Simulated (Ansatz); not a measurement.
Take CdTe in the zinc blende structure (space group F-43m, No. 216; a = 6.5578 Å) as the base.

The values are results of Ansatz (a first-principles code), r2SCAN, PAW, cutoff 500 eV, no spin-orbit coupling, not measurements.

Strains are applied to the cell and any free atomic positions relax.

One change was made to it. Results:

| quantity | base | after |
|---|---|---|
| valley order (the lowest conduction-band minima on the path, energy above the VBM, named in the base's zone) | Γ 1.17 eV; L along ⟨111⟩ 2.20 eV | Γ 0.93 eV; L along ⟨111⟩ 2.11 eV |
| electron mass | 0.090 mₑ (at Γ) | 0.079 mₑ (at Γ) |
| energy relative to the base (free energy F) | 0 meV/atom | +23 meV/atom |

Q: What was done to the base?
A. isotropic strain +1.50 %
B. isotropic strain +2.50 %
C. isotropic strain +0.50 %

A: B, isotropic strain +2.50 %. For comparison, the valley order in the other runs: isotropic strain +0.50 % gives Γ 1.12 eV; L along ⟨111⟩ 2.19 eV; isotropic strain +1.50 % gives Γ 1.02 eV; L along ⟨111⟩ 2.15 eV.

Spin-orbit coupling, missing from the scalar runs, can matter with Te. The levels and masses belong to the bands next to the band gap. Masses are band curvatures over ±0.01 Å⁻¹ around the edge. No phonon test of stability was made.
